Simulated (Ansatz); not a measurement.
A hypothetical phase is included: elements placed on a structure type, which no database files for this compound.

By PBEsol, the system below comes out a metal.

Given:

```yaml
crystal:
  lattice:
    - [2.96797, 0.00000, 0.00000]
    - [0.00000, 2.96797, 0.00000]
    - [0.00000, 0.00000, 2.96797]
  atoms:
    - { symbol: Mo, position: [0.00000, 0.00000, 0.00000] }
    - { symbol: P, position: [0.50000, 0.50000, 0.50000] }
```

The cell was relaxed by PBE-D3(BJ); by PBEsol it stands under a pressure of 1.6 GPa.

The current flows along the normal of the first two printed cell vectors, the (001) plane of the conventional cell. No spin-orbit coupling; the value is a mean over 0.1 eV about the Fermi level.

**Question.** Estimate the ballistic conductance per area that Ansatz (an electronic-structure program) with PBEsol returns for this system.

**Answer.** 1.1 × 10¹⁵ S/m² for both spins.
